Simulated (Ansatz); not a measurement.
End structure of a constructed model of the (0001) surface of hcp Co, ferromagnetic, a pseudomorphic layer of Ga in the other hollow (bottom of the slab: a bare face, its two planes held):

```xyz
7
Lattice="2.4929 0.0000 0.0000 -1.2465 2.1589 0.0000 0.0000 0.0000 28.5000" Properties=species:S:1:pos:R:3 pbc="T T T"
Co     1.2465     0.7196     8.1266
Co     0.0000     1.4393    10.1429
Co     1.2465     0.7196    12.1794
Co     0.0000     1.4393    14.1851
Co     1.2465     0.7196    16.2144
Co     0.0000     1.4393    18.1958
Ga     0.0000     0.0000    20.3945
```

Slab: 7 atoms, 12.2 Å thick at the start with caps and adatoms (thin: gaps and levels are the slab's own); k 17x17x1, smearing 0.1 eV, dipole-corrected; 2 atoms held, the rest relaxed; held to the start's symmetry, so lower structures may exist; spin-polarised, ending with about 9.7 μB a cell; orders that need a larger cell were not tried, no spin-orbit, no U. In PBE it is, or lies within 0.01 eV a 1x1 cell of, the lowest of the 2 structures of its composition computed so far; subsurface sites and larger cells were not tried.

Q: Predict the work function of the top face from PBE (Ansatz, a first-principles code).

A: 3.90 eV
